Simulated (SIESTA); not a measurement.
## How a calculation on Cr₂CdSe₄ (I-4, 7 atoms in the cell) responds to its settings

```xyz
7
Lattice="-2.9662 2.9662 5.5049 2.9662 -2.9662 5.5049 2.9662 2.9662 -5.5049" Properties=species:S:1:pos:R:3 pbc="T T T"
Cr     0.0000     0.0000     5.5049
Cr     2.9662     0.0000     2.7524
Cd     0.0000     0.0000     0.0000
Se     1.4831    -1.4238     6.9362
Se     1.4831     4.3900     1.4313
Se     1.5424     1.4831    -1.4313
Se     1.4238     1.4831     4.0736
```
Moments meant for the start (each program seeds them in its own way; μB, in the order of the atoms Cr Cr Cd Se Se Se Se): 3.0 3.0 0.0 0.0 0.0 0.0 0.0.

Base run A: GGA PBE, numerical atomic orbitals DZP, PseudoDojo PBE standard norm-conserving potentials (rewritten from UPF to PSML) (SIESTA 5.4.2), self-consistent single point.

Its settings: XC.functional = GGA; XC.authors = PBE; potentials = PseudoDojo PBE standard; PAO.BasisSize = DZP; PAO.EnergyShift = 0.01 Ry; MeshCutoff = 400 Ry; kgrid.MonkhorstPack = 3 3 3; OccupationFunction = MP; OccupationMPOrder = 1; ElectronicTemperature = 2320.9 K; Spin = polarized; DM.InitSpin = [1 +3.00, 2 +3.00, 3 +0.00, 4 +0.00, 5 +0.00, 6 +0.00, 7 +0.00]; MaxSCFIterations = 150; SCF.Mixer.Method = Broyden; SCF.Mixer.Weight = 0.1; SCF.Mixer.History = 8; SCF.DM.Tolerance = 1.0E-05.

The starting cell was generated: these elements placed on a structure prototype, without a prior relaxation; it need not be a known phase or ordering of this composition. The magnetic order is the one reached from the typed start; others were not searched systematically. Values carry the incompleteness of an atom-centred basis. In the base run, forces exceed 1 eV/Å. Without a gap this mesh is coarse (it stands for a supercell whose shortest vector is 18 Å).

ΔF is the free energy per atom less that of run A. 

Run A gave: pressure (GPa) -1.20; largest force (eV/Å) 1.200; size of the net moment (μB/atom) 0.86; TS (meV/atom) -0.1.

Runs:
- B: OccupationMPOrder: 1 → 0; ElectronicTemperature: 2320.9 K → 580.23 K
- C: OccupationMPOrder: 1 → 0; ElectronicTemperature: 2320.9 K → 1160.45 K
- D: OccupationFunction: MP → FD; OccupationMPOrder: 1 → default; ElectronicTemperature: 2320.9 K → 1160.45 K
- E: OccupationFunction: MP → FD; OccupationMPOrder: 1 → default
- F: ElectronicTemperature: 2320.9 K → 580.23 K
- G: ElectronicTemperature: 2320.9 K → 1160.45 K

Task: What does run C change against A?

Result: The free energy falls by 1.3 meV/atom, the pressure moves little (-1.20 to -1.19 GPa), the largest force hardly changes (1.200 to 1.197 eV/Å) and the size of the net moment stays at 0.86 μB/atom.

Task: What does run D change against A?

Result: The free energy falls by 9.0 meV/atom, the pressure hardly changes (-1.20 to -1.16 GPa), the largest force hardly changes (1.200 to 1.194 eV/Å) and the size of the net moment stays at 0.86 μB/atom.

```
run  ΔF (meV/atom)  pressure (GPa)  largest force (eV/Å)  size of the net moment (μB/atom)  TS (meV/atom)
---  -------------  --------------  --------------------  --------------------------------  -------------
A             0.00           -1.20                 1.200                              0.86           -0.1
B             0.01           -1.19                 1.198                              0.86            1.2
C            -1.30           -1.19                 1.197                              0.86            3.0
D             -9.0           -1.16                 1.194                              0.86           17.9
E            -35.6           -1.01                 1.167                              0.86           70.6
F             0.64           -1.19                 1.197                              0.86            0.5
G             0.23           -1.19                 1.198                              0.86            0.6
```
